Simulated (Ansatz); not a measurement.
## Pd under a change: x(Pt) = 0.5, 4 atoms, Pmmn

The reference is Pd in the fcc (Cu type) structure (space group Fm-3m, No. 225; a = 3.908 Å).

The other end (x = 1) is Pt in the fcc (Cu type) structure (space group Fm-3m, No. 225): 15.29 Å³/atom, gap zero.

It is then changed as follows: a fraction x = 0.5 of the Pd sites is given to Pt, ordered in a cell of 4 atoms (starting symmetry Pmmn) and fully relaxed.

Method: r2SCAN (Ansatz, a quantum-chemistry and plane-wave program; PAW; 500 eV plane waves; no spin-orbit coupling). Settings: 17×12×9 k-points, 0.05 eV Fermi–Dirac smearing, for the changed cell.

The volume per atom increases by 0.148 Å³ (14.93 Å³ → 15.07 Å³) and the shortest interatomic distance stays essentially unchanged (5.222 bohr against 5.224 bohr). The band gap stays zero and the mixing energy is -0.03 eV/atom (to 0.01 eV only: unlike meshes or grids). The deviation of the volume from the linear (Vegard-type) interpolation comes out as -0.2 %.

Cost of the whole job for the changed cell (relaxation, final SCF and bands): around 10 core-minutes (rough).

These are small ordered cells, not random alloys; other orderings at the same x differ. No phonon test of stability was made. The final runs are not spin-polarised. Pt lies near a magnetic instability that expansion can trigger; it was not tested. PdPt and Pd have a high density of states at the Fermi level and may be magnetic at this level.
